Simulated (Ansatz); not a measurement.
**InSbO3 (model structure, started from the LiNbO3 type, R3c, No. 161, 10 atoms in the cell)**

All values below come from LDA in Ansatz (PAW).

Run with plane-wave cutoff 520 eV, 12×12×12 k mesh, Fermi–Dirac smearing 0.05 eV, scalar-relativistic PAW data made under PBE.

Cell (relaxed with PBEsol):

```
InO3Sb
1.0
    2.94392     1.69967     5.00024
   -2.94392     1.69967     5.00024
    0.00000    -3.39934     5.00024
In Sb O
2 2 6
Direct
  0.71462   0.71462   0.71462
  0.21462   0.21462   0.21462
  0.01265   0.01265   0.01265
  0.51265   0.51265   0.51265
  0.39208   0.51876   0.89479
  0.51876   0.89479   0.39208
  0.89479   0.39208   0.51876
  0.39479   0.01876   0.89208
  0.89208   0.39479   0.01876
  0.01876   0.89208   0.39479
```

```
Item                           Result
--------  ---------------------------
band gap  2.93 eV (on the SCF k mesh)
Γ–Γ gap                       3.24 eV
```

Note: the relaxation could raise the start's symmetry but not lower it, so the cell can be a saddle point; cell and atoms aren't relaxed at this level (largest force component 0.30 eV/Å, pressure -3.9 GPa).

Spin–orbit coupling is not included.

Static lattice: no zero-point or thermal effects.

A model structure was made by putting elements into a prototype or built by hand; it is no filed structure, need not be a known phase, and can be a saddle point held by its symmetry.

Ansatz is a first-principles code.
